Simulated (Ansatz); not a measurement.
# Several settings converged on CsLiBr2 (P4/nmm, 8 atoms in the cell)

```yaml
crystal:
  lattice:
    - [5.20715, 0.00000, 0.00000]
    - [0.00000, 5.20715, 0.00000]
    - [0.00000, 0.00000, 9.97971]
  atoms:
    - { symbol: Cs, position: [0.00000, 0.50000, 0.30003] }
    - { symbol: Cs, position: [0.50000, 0.00000, 0.69997] }
    - { symbol: Li, position: [0.50000, 0.00000, 0.08248] }
    - { symbol: Li, position: [0.00000, 0.50000, 0.91752] }
    - { symbol: Br, position: [0.00000, 0.50000, 0.66592] }
    - { symbol: Br, position: [0.50000, 0.00000, 0.33408] }
    - { symbol: Br, position: [0.00000, 0.00000, 0.00000] }
    - { symbol: Br, position: [0.50000, 0.50000, 0.00000] }
```

Base method: LDA (PW92), default PAW files made with PBE (plane waves; Ansatz, a first-principles code).

Base settings: basis.ecutwfc = 420 eV; kpoints.mp_grid.grid = 5 5 3; hamiltonian.xc = lda; hamiltonian.pseudopotentials = {kind: paw} (the program's default PAW files); scf.occupations.method = fermi_dirac; scf.occupations.width = 0.05 eV.

Core times come from one kind of shared machine, to one figure; runs under 30 s give none.

**Zone-centre phonons against the cutoff**

In this ladder: scf.occupations.method = fixed; scf.occupations.width = default; phonons.method = dfpt; phonons.dielectric = true; phonons.rigid_motions = translations.

The mesh stays at the base's, so the ladder's end is converged at best in this setting alone.

Frequencies are those of the unrelaxed cell, without the LO-TO term of polar crystals.

Only quantities that move along the ladder and can be compared are tabulated.

ε∞ and Born charges come from denser meshes that the program picks itself.

```csv
basis.ecutwfc,highest zone-centre frequency (cm⁻¹),mean ε∞,core time / last (rough)
210 eV,320.6,2.913,0.3
295 eV,322.6,2.930,0.5
420 eV,322.3,2.931,0.7
505 eV,322.2,2.931,1
```

Coarsest basis.ecutwfc that holds the mean ε∞ within 0.01 of the last step, with all finer ones: 295 eV; the step before is off by 0.018.

Coarsest basis.ecutwfc that holds the highest zone-centre frequency within 1 cm⁻¹ of the last step, with all finer ones: 295 eV; the step before is off by 1.6 cm⁻¹.

**The force threshold of a relaxation**

On CsLiBr₂ (P4mm, 8 atoms in the cell): one atom moved by 0.15 angstrom.

In this ladder: relax = atoms.

The mesh stays at the base's, so the ladder's end is converged at best in this setting alone.

Only quantities that move along the ladder and can be compared are tabulated.

```csv
relax.f_tol,free energy less the last step's (meV/atom),largest force left (eV/Å),relaxation steps
0.2 eV/Å,1.76,0.1553,2
0.05 eV/Å,0.20,0.0337,3
0.02 eV/Å,0.00,0.0040,4
0.005 eV/Å,0.00,0.0038,5
0.001 eV/Å,0.00,0.0001,6
```

Coarsest relax.f_tol that holds the largest force left within 0.01 eV/Å of the last step, with all finer ones: 0.02 eV/Å; the step before is off by 0.034 eV/Å.

Coarsest relax.f_tol that holds the free energy within 0.5 meV/atom of the last step, with all finer ones: 0.05 eV/Å; the step before is off by 1.8 meV/atom.

**The dielectric constant against the mesh**

In this ladder: scf.occupations.method = fixed; scf.occupations.width = default; dielectric = true; dielectric.field_mesh = kpoints.

Only quantities that move along the ladder and can be compared are tabulated.

| kpoints.mp_grid.grid | mean ε∞ | core time / last (rough) |
|---|---|---|
| 2 2 1 | 2.841 | – |
| 4 4 2 | 2.928 | 0.1 |
| 6 6 4 | 2.931 | 0.5 |
| 9 9 5 | 2.931 | 1 |

Coarsest kpoints.mp_grid.grid that holds the mean ε∞ within 0.01 of the last step, with all finer ones: 4 4 2, at about 0.1 of the last step's time; the step before is off by 0.090.

On the base run: the starting cell comes from a database of computed structures (which also holds hypothetical and non-ambient phases and stackings), without a prior relaxation at this level. Its lattice was rescaled by up to half a per cent.

Keys are those of Ansatz 0.2.
